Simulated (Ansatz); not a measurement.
The starting structures come from a database of crystals and need not be the phases stable at ambient conditions.

 Where the default PAW files enter, the runs use the earlier of Ansatz's two default sets.

By PBEsol, the system below comes out a metal.

Here is the system:

```
CELL_PARAMETERS angstrom
      4.70974     0.00000     0.00000
     -2.35487     4.07876     0.00000
      0.00000     0.00000     6.45640
ATOMIC_POSITIONS crystal
  Nb 0.50000 0.00000 0.66667
  Nb 0.50000 0.50000 0.33333
  Nb 0.00000 0.50000 0.00000
  Si 0.15808 0.84192 0.33333
  Si 0.31616 0.15808 0.00000
  Si 0.15808 0.31616 0.66667
  Si 0.84192 0.15808 0.33333
  Si 0.68384 0.84192 0.00000
  Si 0.84192 0.68384 0.66667
```

Space group of this cell: P6_422. The cell is strained (all lengths scaled by 0.98); by PBEsol its mean pressure is 9.0 GPa.

The current flows along the normal of the first two printed cell vectors, the (001) plane of the conventional cell. No spin-orbit coupling; the value is a mean over 0.1 eV about the Fermi level.

**Question.** Compute, with PBEsol (Ansatz, an electronic-structure program), the ballistic conductance per area.

**Answer.** 0.37 × 10¹⁵ S/m² for both spins.
